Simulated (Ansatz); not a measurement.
Band-edge transport in semiconductors and insulators: BP (F-43m) under several functionals (Ansatz, a program for electronic structure, with spin-orbit coupling). The PBE cell:

```xyz
2
Lattice="0.0000 2.2742 2.2742 2.2742 0.0000 2.2742 2.2742 2.2742 0.0000" Properties=species:S:1:pos:R:3 pbc="T T T"
B      0.0000     0.0000     0.0000
P      1.1371     1.1371     1.1371
```

```tsv
Functional	cell relaxed with	volume (Å³/atom)	band gap	electron conductivity mass	hole conductivity mass	Seebeck coefficient, n-type 1e19 cm⁻³
PBE	PBE	11.76	1.24 eV	0.33 mₑ	0.42 mₑ	-337 μV/K
PBEsol	PBEsol	11.54	1.10 eV	0.33 mₑ	0.42 mₑ	-336 μV/K
```

For the band gap, PBE gives 1.24 eV and PBEsol 1.10 eV: PBE lies 12 % above.

Masses are for dilute carriers at 300 K, harmonic means over directions unless an axis is named. Seebeck coefficients are for the stated density at 300 K, with one relaxation time for all states and whether or not that doping can be reached.
